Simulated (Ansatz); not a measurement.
Start from MgS in the rock salt structure (space group Fm-3m, No. 225; a = 5.182 Å).

Perturbation: O replaces 25.0 % of the S, ordered in a cell of 8 atoms (starting symmetry I4/mmm) and fully relaxed.

The other end (x = 1) is MgO in the rock salt structure (space group Fm-3m, No. 225): 9.36 Å³/atom, gap 4.62 eV.

Levels (all Ansatz, a first-principles code, PAW): PBEsol (420 eV, no spin-orbit coupling); PBEsol+SOC (420 eV, with spin-orbit coupling).

The geometry is relaxed with PBEsol.

PBEsol band gap: 2.90 eV
PBEsol width of the top valence band: 0.75 eV
PBEsol electron mass: 0.28 mₑ along c, 0.30 mₑ across (at Γ)
PBEsol pressure: 0.01 GPa

Question: What does PBEsol+SOC give at this geometry for the band gap, width of the top valence band, electron mass and pressure?

Answer: The band gap stays 2.90 eV; the width of the top valence band shrinks by 0.03 eV to 0.72 eV; the electron mass remains 0.28 mₑ along c, 0.30 mₑ across (at Γ); the pressure stays 0.01 GPa.

Single points use the geometry relaxed with PBEsol. Differences between runs with and without spin-orbit coupling are approximate. These are small ordered cells, not random alloys; other orderings at the same x differ. Effective masses come from finite differences of ±0.01 Å⁻¹. No phonon test of stability was made.
